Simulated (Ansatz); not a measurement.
What Se → Pt does to MgSe

Start from MgSe in the rock salt structure (space group Fm-3m, No. 225; a = 5.472 Å).

It is then changed as follows: full substitution Se → Pt; the structure is relaxed again.

All numbers come from r2SCAN (Ansatz, a program for electronic structure; PAW; 500 eV plane waves; scalar-relativistic without spin-orbit coupling). Γ-centred 15×15×15 mesh, Fermi–Dirac width 0.05 eV, for the changed cell.

The volume per atom decreases by 2.235 Å³ to 18.25 Å³ and the density rises by 5.796 g/cm³ (4.19 g/cm³ → 9.98 g/cm³). The space group stays Fm-3m (No. 225) and the shortest interatomic distance falls by 0.1954 bohr, from 5.171 bohr to 4.975 bohr. The band gap goes from 2.48 eV to zero.

Final structure:

```xyz
2
Lattice="0.0000 2.6327 2.6327 2.6327 0.0000 2.6327 2.6327 2.6327 0.0000" Properties=species:S:1:pos:R:3 pbc="T T T"
Pt     0.0000     0.0000     0.0000
Mg     2.6327     2.6327     2.6327
```

With Pt present, leaving out spin-orbit coupling can change the band edges. Whether these cells are dynamically stable was not tested. As relaxed here, MgPt is a hypothetical phase, not in the database extracts checked. The final runs are not spin-polarised.
